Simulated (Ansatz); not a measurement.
A zone-centre phonon calculation of Be4AlNi (F-43m, 6 atoms in the cell) with Ansatz (a quantum-chemistry and plane-wave program).

Method of the run: LDA (PW92), default PAW files made with PBE (plane waves; Ansatz).

```xyz
6
Lattice="0.0000 2.9844 2.9844 2.9844 0.0000 2.9844 2.9844 2.9844 0.0000" Properties=species:S:1:pos:R:3 pbc="T T T"
Be     2.2300     2.2300     2.2300
Be     2.2300     3.7387     3.7387
Be     3.7387     3.7387     2.2300
Be     3.7387     2.2300     3.7387
Al     4.4765     4.4765     4.4765
Ni     0.0000     0.0000     0.0000
```

Reference input (self-consistent single point, DFT, LDA (PW92), plane waves, default PAW files made with PBE): basis.ecutwfc = 420 eV; kpoints.mp_grid.grid = 10 10 10; hamiltonian.xc = lda; hamiltonian.pseudopotentials = {kind: paw} (the program's default PAW files); scf.occupations.method = fermi_dirac; scf.occupations.width = 0.1 eV. This run's input differs from it in these lines:

```diff
@@ -25,7 +25,5 @@
     method: fermi_dirac
-    width: 0.1
-output:
-  forces: true
-  eigenvalues: true
-  stress: true
+    width: 0.5
+phonons:
+  method: dfpt
```

Log, with long lists cut:

```
SCF iter   1: F=—  HF=-6641.505364 eV  |F-HF|=—  |Δ(HF+E_count)|=         —  Δρ=1.43e-2  dr2=7.02e-2  ethr=1.77e-3  ⟨swp⟩=6.7  Hψ=36776  notcnv=0
all-band conjugate gradients solve this SCF's bands
preconditioner: auto → Kerker (q_TF=auto, 2.466 Å⁻¹)
SCF iter   2: F=—  HF=-6641.495913 eV  |F-HF|=—  |Δ(HF+E_count)|=   9.45e-3  Δρ=4.74e-3  dr2=1.04e-2  ethr=2.42e-4  ⟨swp⟩=1.0  Hψ=9024  notcnv=0
   [... lines left out ...]
SCF iter   6: F=—  HF=-6641.493359 eV  |F-HF|=—  |Δ(HF+E_count)|=   3.82e-6  Δρ=1.74e-5  dr2=1.48e-7  ethr=2.14e-9  ⟨swp⟩=2.2  Hψ=10776  notcnv=0
SCF iter   7: F=—  HF=-6641.493359 eV  |F-HF|=—  |Δ(HF+E_count)|=   2.38e-8  Δρ=1.68e-6  dr2=1.46e-9  ethr=5.11e-10  ⟨swp⟩=1.0  Hψ=6768  notcnv=0
SCF iter   8: F=—  HF=-6641.493359 eV  |F-HF|=—  |Δ(HF+E_count)|=   1.23e-9  Δρ=3.48e-7  dr2=6.68e-11  ethr=5.03e-12  ⟨swp⟩=2.0  Hψ=10852  notcnv=0
SCF iter   9: F=-6641.493359 eV  HF=-6641.493359 eV  |F-HF|=3.64e-12  |Δ(HF+E_count)|=  2.36e-11  Δρ=7.23e-8  dr2=2.70e-12  ethr=1.00e-12  ⟨swp⟩=5.1  Hψ=24948  notcnv=0
SCF 1 converged in 9 iterations: F = -6641.493359 eV  dr2 = 2.70e-12
DFPT response loops at Γ: preconditioner auto → Kerker (q_TF=auto, 2.466 Å⁻¹) (partly filled bands, converged f_vac=0.000) …
Free energy (F): -6641.493359 eV
Internal energy: -6640.450328 eV  (E = F + TS)
E sigma→0 (E₀):  -6640.971844 eV
Entropy (-TS):   -1.043031 eV (-173.839 meV/atom)
Fermi energy:    11.001470 eV
--- Phonons (Γ-DFPT): 3 representative perturbations + reference, on 282 of 1000 k-points (Σ response iterations 9) ---
  k mesh reduced under 2 symmetry operations, with k and −k counted as one. Each operation leaves every solved perturbation unchanged …
  ASR residual: 1.009e-3 → 0.000e0 eV/Å²; symmetrization residual: 1.434e-6 eV/Å²
  ASR residual per site (eV/Å²): 3.75e-5 3.75e-5 3.75e-5 3.75e-5 3.32e-5 1.01e-3
  Γ frequencies (cm⁻¹): 0.00 0.00 0.00 212.24 212.24 212.24 388.00 388.00 388.00 388.19 388.19 388.19 558.91 558.91 702.23 702.23 702.23 841.84
  non-analytic LO–TO correction: not included (Born effective charges unavailable; polar crystals: no LO–TO splitting at Γ)
```

The run converged in 9 iterations. 

Summary of the result:
- Free energy E − TS (on the zero of these files): -6641.4934 eV
- Fermi level (on the code's own zero): 11.00 eV
- Zone-centre frequencies (cm⁻¹; negative means imaginary): 0, 0, 0, 212, 212, 212, 388, 388, 388, 388, 388, 388, 559, 559, 702, 702, 702, 842

The starting cell comes from a database of computed structures (which also holds hypothetical and non-ambient phases and stackings), without a prior relaxation at this level. Its lattice was rescaled by up to half a per cent. Spin polarisation is off.

Cost on one core of a shared machine: roughly 2 min.

Keys are those of Ansatz 0.2.
